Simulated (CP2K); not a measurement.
# One base run on KHg2 (Imma, 6 atoms in the cell) and variants with one or two settings moved

```yaml
crystal:
  lattice:
    - [6.50286, 0.00000, 0.00000]
    - [-0.58908, 6.47612, 0.00000]
    - [-1.45815, -4.60666, 4.35196]
  atoms:
    - { symbol: Hg, position: [0.10300, 0.16300, 0.94000] }
    - { symbol: Hg, position: [0.72300, 0.16300, 0.56000] }
    - { symbol: Hg, position: [0.27700, 0.83700, 0.44000] }
    - { symbol: Hg, position: [0.89700, 0.83700, 0.06000] }
    - { symbol: K, position: [0.29700, 0.54700, 0.75000] }
    - { symbol: K, position: [0.70300, 0.45300, 0.25000] }
```

Base run A: LDA (Pade form), GPW, DZVP-MOLOPT-SR-GTH basis, GTH-PADE potentials (GTH_POTENTIALS) (CP2K 2026.2), self-consistent single point.

Its settings: CUTOFF = 500 Ry; REL_CUTOFF = 50 Ry; SMEAR/METHOD = METHFESSEL_PAXTON; SIGMA = 0.272 eV; KPOINTS/SCHEME = MONKHORST-PACK 3 3 3; XC_FUNCTIONAL = PADE; Hg/BASIS_SET = DZVP-MOLOPT-SR-GTH; Hg/POTENTIAL = GTH-PADE-q12; K/BASIS_SET = DZVP-MOLOPT-SR-GTH; K/POTENTIAL = GTH-PADE-q9; METHOD = GPW; EPS_DEFAULT = 1e-11; NGRIDS = 5; SCF_GUESS = ATOMIC; EPS_SCF = 1e-06; MAX_SCF = 100; ADDED_MOS = 11; MIXING/METHOD = BROYDEN_MIXING; MIXING/ALPHA = 0.3; MIXING/NBUFFER = 8.

The starting cell comes from a database of published, mostly measured structures (it also holds non-ambient and calculated ones), without a prior relaxation at this level. Values carry the incompleteness of an atom-centred basis. Without a gap this mesh is coarse (it stands for a supercell whose shortest vector is 15 Å).

ΔF is the free energy per atom less that of run A. 

Runs:
- B: EPS_SCF: 1e-06 → 1e-10
- C: SIGMA: 0.272 eV → 0.05 eV
- D: FULL_GRID: default → T
- E: SIGMA: 0.272 eV → 0.03 eV
- F: KPOINTS/SYMMETRY: default → T; SYMMETRY_BACKEND: default → SPGLIB
- G: EPS_SCF: 1e-06 → 1e-09
- H: EPS_DEFAULT: 1e-11 → 1e-07

```json
[
 {"run": "A", "ΔF (meV/atom)": "0.00", "pressure (GPa)": "-1.98", "largest force (eV/Å)": "0.047", "k-points": "14"},
 {"run": "B", "ΔF (meV/atom)": "0.00", "pressure (GPa)": "-1.98", "largest force (eV/Å)": "0.047", "k-points": "14"},
 {"run": "C", "ΔF (meV/atom)": "2.5", "pressure (GPa)": "-1.91", "largest force (eV/Å)": "0.077", "k-points": "14"},
 {"run": "D", "ΔF (meV/atom)": "0.00", "pressure (GPa)": "-1.98", "largest force (eV/Å)": "0.047", "k-points": "27"},
 {"run": "E", "ΔF (meV/atom)": "2.6", "pressure (GPa)": "-1.91", "largest force (eV/Å)": "0.087", "k-points": "14"},
 {"run": "F", "ΔF (meV/atom)": "0.00", "pressure (GPa)": "-1.98", "largest force (eV/Å)": "0.047", "k-points": "10"},
 {"run": "G", "ΔF (meV/atom)": "0.00", "pressure (GPa)": "-1.98", "largest force (eV/Å)": "0.047", "k-points": "14"},
 {"run": "H", "ΔF (meV/atom)": "-0.10", "pressure (GPa)": "-1.99", "largest force (eV/Å)": "0.047", "k-points": "14"}
]
```

Run C against A: The free energy goes up by 2.5 meV/atom, the pressure hardly changes (-1.98 to -1.91 GPa) and the largest force goes from 0.047 to 0.077 eV/Å.

Run E against A: The free energy goes up by 2.6 meV/atom, the pressure moves little (-1.98 to -1.91 GPa) and the largest force goes from 0.047 to 0.087 eV/Å.

Run G against A: The free energy stays essentially unchanged (within 1 meV/atom), the pressure stays at -1.98 GPa and the largest force stays at 0.047 eV/Å.
